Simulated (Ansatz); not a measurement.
GeF4 (I-43m, No. 217, 5 atoms in the cell; start mp-9816)

Calculation: PBE0-D3(BJ) (PAW; Ansatz, a first-principles code).

Cell: relaxed with PBE-D3(BJ): a = 5.5944 Å, b = 5.5944 Å, c = 5.5944 Å, α = 90.00°, β = 90.00°, γ = 90.00°.

```
Item               Result
--------------  ---------
lattice energy  38 kJ/mol
```

A start named mp-… is a Materials Project structure, which need not be a measured phase.
